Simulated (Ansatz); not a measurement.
## YTaN3 (model structure, Pm-3m, No. 221, 5 atoms in the cell): properties by level of theory

```tsv
level (code)	lattice parameter a (Å)	bulk modulus B0 (GPa)	cohesive energy (eV/atom)
LDA (Ansatz)	3.987	231	7.55
PBEsol (Ansatz)	___	220	6.94
r²SCAN (Ansatz)	___	223	___
```

Problem. Fill in the missing entries.

Solution. 
- PBEsol (Ansatz, a quantum-chemistry and plane-wave program), lattice parameter a (Å): 4.015
- r²SCAN (Ansatz), lattice parameter a (Å): 4.030
- r²SCAN (Ansatz), cohesive energy (eV/atom): 6.35

Caveats: the bulk modulus is −V dP/dV from two relaxed cells at ±2 % in volume (LDA, PBEsol, r²SCAN). Ansatz's density-functional and Hartree–Fock values are scalar-relativistic unless marked +SOC, with PAW data made under PBE.

Free atoms are spin-polarised, in the lowest state found; at levels without +SOC their spin–orbit coupling is left out.

Static lattice: no zero-point or thermal effects.

A model structure was made by putting elements into a prototype or built by hand; it is no filed structure, need not be a known phase, and can be a saddle point held by its symmetry.
